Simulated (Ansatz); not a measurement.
# BC5 with two functionals, pressure 10 GPa

Consider BC₅ (space group I-4m2, No. 119; a = 2.513 Å, c = 11.411 Å; a cell from a computed database, its experimental status unchecked).

(Cell as relaxed with PBE.)

Levels (all Ansatz, an electronic-structure program, PAW): PBE (420 eV, no spin-orbit coupling); PBEsol (420 eV, spin-orbit coupling left out).

Each level relaxes its own structure.

```tsv
base	PBE	PBEsol
volume per atom	6.01 Å³	5.92 Å³
lattice parameter a	2.513 Å	2.499 Å
band gap	zero	zero
```

The change: a hydrostatic pressure of 10 GPa.

```json
[
 {"quantity": "shortest interatomic distance", "PBE": "1.515 Å", "PBEsol": "(withheld)"},
 {"quantity": "c/a ratio", "PBE": "4.545", "PBEsol": "(withheld)"}
]
```

Problem. Given the PBE results, estimate those of PBEsol.

Solution. 
- shortest interatomic distance, PBEsol: 1.508 Å
- c/a ratio, PBEsol: 4.554

PBE's shortest interatomic distance lies 0.0076 Å above PBEsol's (0.5 %); PBE's c/a ratio lies 0.009 below PBEsol's. Neither level is exact; PBEsol is the comparison here, not a measurement.

Load acts through the strain it causes; cell and atoms are relaxed under it. Whether these cells are dynamically stable was not tested. Competing high-pressure phases were not computed. The final runs are not spin-polarised. An odd electron count without spin: BC5.
